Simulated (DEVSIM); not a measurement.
Structure: illuminated Si p-on-n cell, one wavelength, at 350 K.

```tsv
layer (left to right)	material	thickness (μm)	Nd (cm⁻³)	Na (cm⁻³)	τn (s)	τp (s)	absorption coefficient (cm⁻¹)
1	Si	0.420	-	2.8e18	2.3e-6	7.3e-8	130
2	Si	170	3.1e15	-	2.5e-6	2.5e-6	130
```

Left contact: ohmic, minority electron recombination velocity 2000 cm/s. Right contact: ohmic, minority hole recombination velocity 3e5 cm/s. Voltage is applied to the left contact. Recombination: SRH at mid-gap, radiative, Auger. Light enters at the left, 2.4e16 photons cm⁻² s⁻¹, one pass, no reflection. Mobility is μmin + (μ − μmin)/(1 + (N/Nref)^α).

The device is made up for the run: typed textbook-type constants, with dimensions and the other settings drawn at random. Values at 300 K; Nc and Nv go as T^1.5, mobilities as T to minus their exponent, the gap by Varshni's rule with the affinity fixed.

```
parameter               Si
----------------  --------
gap (eV)             1.124
affinity (eV)         4.05
permittivity          11.7
Nc (cm⁻³)          2.86e19
Nv (cm⁻³)           3.1e19
μn (cm²/Vs)           1417
μp (cm²/Vs)            470
μn,min                  52
μp,min                  45
Nref,n              9.7e16
Nref,p              2.2e17
αn                    0.68
αp                    0.72
T exponent of μn       2.3
T exponent of μp       2.2
B (cm³/s)          4.7e-15
Cn (cm⁶/s)         2.8e-31
Cp (cm⁶/s)         9.9e-32
Varshni α (eV/K)  0.000473
Varshni β (K)          636
```

DEVSIM, 1D drift-diffusion, Boltzmann statistics, complete ionisation; no tunnelling, impact ionisation, image-force lowering or self-heating.

Q: Tabulate band edges, carrier densities and field at 0.9 V on the left contact, in the dark.

A: Energies count from the Fermi level of the right contact; mesh points crowd at the junctions.

```
x (μm)   Ec (eV)  Ev (eV)  n (cm⁻³)  p (cm⁻³)  field (V/cm)
-------  -------  -------  --------  --------  ------------
0.000      0.131   -0.979    8.8e15    2.8e18           300
0.03518    0.131   -0.979    8.8e15    2.8e18           ≈ 0
0.1158     0.131   -0.979    8.8e15    2.8e18           ≈ 0
0.2629     0.131   -0.979    8.9e15    2.8e18           ≈ 0
0.3870     0.131   -0.979    8.9e15    2.8e18           ≈ 0
0.4200     0.104   -1.006    2.2e16    1.1e18        -90000
0.4549     0.045   -1.066    1.6e17    1.6e17          -840
0.6048     0.044   -1.066    1.6e17    1.6e17           ≈ 0
0.9084     0.045   -1.066    1.6e17    1.6e17           ≈ 0
1.706      0.045   -1.066    1.6e17    1.5e17           ≈ 0
3.745      0.046   -1.065    1.5e17    1.5e17           ≈ 0
11.79      0.049   -1.062    1.4e17    1.4e17           ≈ 0
29.52      0.056   -1.054    1.1e17    1.1e17           ≈ 0
74.85      0.082   -1.029    6.4e16    6.1e16           ≈ 0
141.0      0.156   -0.955    2.2e16    1.9e16            19
158.9      0.202   -0.909    1.2e16    8.8e15            36
165.9      0.234   -0.876    7.5e15    4.4e15            63
168.7      0.256   -0.855    5.4e15    2.3e15            98
169.9      0.270   -0.841    4.1e15    1.0e15           140
170.2      0.275   -0.835    3.7e15    6.8e14           210
170.4      0.279   -0.832    3.4e15    5.6e14           450
170.4      0.282   -0.828    3.1e15    5.3e14           770
```
